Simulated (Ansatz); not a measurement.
Take MgO in the rock salt structure (space group Fm-3m, No. 225; a = 4.254 Å) as the base.

It is then changed as follows: cell and atoms relaxed at a pressure of 75 GPa.

Levels (all Ansatz, a first-principles code, PAW): PBE (420 eV, no SOC); HSE06+SOC (420 eV, noncollinear with spin-orbit coupling).

The geometry is relaxed with PBE.

- PBE band gap: 7.60 eV
- PBE valence-band top at Γ: 0.00, 0.00, 0.00 eV

What does HSE06+SOC give at this geometry for the band gap and valence-band top at Γ?

The band gap goes up by 1.97 eV, from 7.60 eV to 9.57 eV; the valence-band top at Γ (three highest Kramers pairs, from the VBM) becomes 0.00, 0.00, -0.04 eV (PBE: 0.00, 0.00, 0.00 eV). The threefold valence maximum splits by Δso ≈ 44 meV.

Single points use the geometry relaxed with PBE. The spin-orbit shifts are approximate. Load acts through the strain it causes; cell and atoms are relaxed under it. Whether these cells are dynamically stable was not tested. Competing high-pressure phases were not computed.
